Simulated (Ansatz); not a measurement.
Base system: BeS in the zinc blende structure (space group F-43m, No. 216; a = 4.838 Å). Axes: x, y, z lie along the cube axes.

All numbers come from Ansatz (a quantum-chemistry and plane-wave program) PBEsol, scalar-relativistic without spin-orbit coupling.

For the base:

| Property | Result |
|---|---|
| Electron mass | 0.80 mₑ along k, 0.28 mₑ across (at X) |
| Band gap | 2.91 eV |

Perturbation: the cell is stretched by 2.00 % along z with no lateral relaxation, atoms relaxed at fixed cell.

Q: Estimate the effect on the electron mass.

A: The electron mass becomes 0.79 mₑ along k, 0.29 mₑ across (at X) (base: 0.80 mₑ along k, 0.28 mₑ across (at X)).

Q: Predict the new band gap.

A: The band gap falls by 0.04 eV, from 2.91 eV to 2.87 eV.

Q: What does the calculation give for the stress after the change?

A: The stress (xx, yy, zz, yz, xz, xy; compression positive) amounts to (-1.22, -1.22, -3.15, 0.00, 0.00, 0.00) GPa.

Q: Predict the new energy relative to the base.

A: The energy increases by 2.8 meV/atom.

The cells carry an imposed strain or load. Effective masses come from finite differences of ±0.01 Å⁻¹. Along k means along the line from Γ to the band edge. Whether these cells are dynamically stable was not tested.
